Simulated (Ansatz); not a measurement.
Reference: Hf₃N₄ (Fd-3m), PBEsol, rigid bands (plane waves, PAW, scalar-relativistic; Ansatz, an electronic-structure program); axes and stresses refer to this cell.

```
Hf3N4
1.0
    0.00000     4.50213     4.50213
    4.50213     0.00000     4.50213
    4.50213     4.50213     0.00000
Hf N
6 8
Cartesian
  3.37659   3.37659   5.62766
  3.37659   5.62766   3.37659
  5.62766   5.62766   5.62766
  5.62766   3.37659   3.37659
  2.25106   2.25106   2.25106
  0.00000   0.00000   0.00000
  5.69732   5.69732   7.80905
  5.55799   3.44626   5.55799
  7.80905   7.80905   7.80905
  3.44626   5.55799   5.55799
  5.69732   7.80905   5.69732
  5.55799   5.55799   3.44626
  7.80905   5.69732   5.69732
  3.44626   3.44626   3.44626
```

The electron conductivity mass is 0.29 mₑ and the band gap comes out as 0.78 eV. The Seebeck coefficient, p-type 1e19 cm⁻³ is 431 μV/K.

Task: Change: functional r2SCAN on the same cell. What happens to electron conductivity mass, band gap, Seebeck coefficient, p-type 1e19 cm⁻³?

Result: electron conductivity mass increases to 0.33 mₑ; band gap goes up to 1.27 eV; Seebeck coefficient, p-type 1e19 cm⁻³ moves little, to 432 μV/K.

Masses are for dilute carriers at 300 K, harmonic means over directions unless an axis is named. Seebeck coefficients are for the stated density at 300 K, with one relaxation time for all states and whether or not that doping can be reached. Spin-orbit coupling is left out unless a row names it. 

Computed structure with no diffraction record at hand here (it may be known, metastable or hypothetical): Hf3N4 (Fd-3m).
